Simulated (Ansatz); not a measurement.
## A computed series for PbSe: response to strain

The parent structure is PbSe in the rock salt structure (space group Fm-3m, No. 225).

```
CELL_PARAMETERS angstrom
      0.00000     3.02042     3.02042
      3.02042     0.00000     3.02042
      3.02042     3.02042     0.00000
ATOMIC_POSITIONS crystal
  Pb 0.00000 0.00000 0.00000
  Se 0.50000 0.50000 0.50000
```

Cartesian axes are those of the cell as printed.

Strains are applied to the cell and any free atomic positions relax; under biaxial strain the out-of-plane vector relaxes too.

Level of theory: LDA, PAW, 420 eV (Ansatz, a first-principles code; without spin-orbit coupling).

Notes on the quantities. pressure: mean of the normal stresses, compression positive; energy relative to the base: free energy F.

```csv
case,volume per atom,pressure,energy relative to the base
base,27.55 Å³,0.0 GPa,0 meV/atom
"biaxial strain −1.00 %, plane normal [001], relaxed out of plane",27.05 Å³,1.1 GPa,+2.9 meV/atom
"biaxial strain −0.50 %, plane normal [001], relaxed out of plane",___,___,___
"biaxial strain +1.00 %, plane normal [001], relaxed out of plane",28.07 Å³,-1.0 GPa,+2.7 meV/atom
"biaxial strain +1.50 %, plane normal [001], relaxed out of plane",28.32 Å³,-1.5 GPa,+5.9 meV/atom
"biaxial strain +2.00 %, plane normal [001], relaxed out of plane",28.58 Å³,-1.9 GPa,+10 meV/atom
"biaxial strain +2.50 %, plane normal [001], relaxed out of plane",28.84 Å³,-2.3 GPa,+16 meV/atom
"biaxial strain +3.00 %, plane normal [001], relaxed out of plane",29.10 Å³,-2.6 GPa,+22 meV/atom
```

Q: Complete the table.

A: 
- biaxial strain −0.50 %, plane normal [001], relaxed out of plane, volume per atom: 27.30 Å³
- biaxial strain −0.50 %, plane normal [001], relaxed out of plane, pressure: 0.6 GPa
- biaxial strain −0.50 %, plane normal [001], relaxed out of plane, energy relative to the base: +0.7 meV/atom

Stability against distortions was not tested. The final runs are not spin-polarised.
